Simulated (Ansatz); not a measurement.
The parent structure is CsSnI3 in the cubic perovskite structure (space group Pm-3m, No. 221; a = 6.1305 Å).

The values are results of DFT with PBEsol, PAW potentials and a 420 eV plane-wave cutoff in Ansatz (a program for electronic structure), spin-orbit coupling left out, not measurements.

For the base:

Band gap: 0.10 eV
Pressure: 0.0 GPa

It is then changed as follows: every lattice vector is shortened by 0.60 %, atoms relaxed at fixed cell.

Task: Estimate the effect on the band gap.

Result: The band gap changes from 0.10 eV to zero.

Task: Estimate the effect on the pressure.

Result: The pressure goes from zero to 0.3 GPa.

Task: Predict the new energy relative to the base.

Result: The energy grows by 0.9 meV/atom.

With I present, leaving out spin-orbit coupling can change the band edges. The cells carry an imposed strain or load. Whether these cells are dynamically stable was not tested. The final runs are not spin-polarised. Many cubic perovskites are stable only at high temperature; tilts and polar distortions were not tested. Gaps under 0.05 eV, about the width of the smearing, are given as zero. A zero or small gap of CsSnI3 can be the functional's error rather than a property of the material.
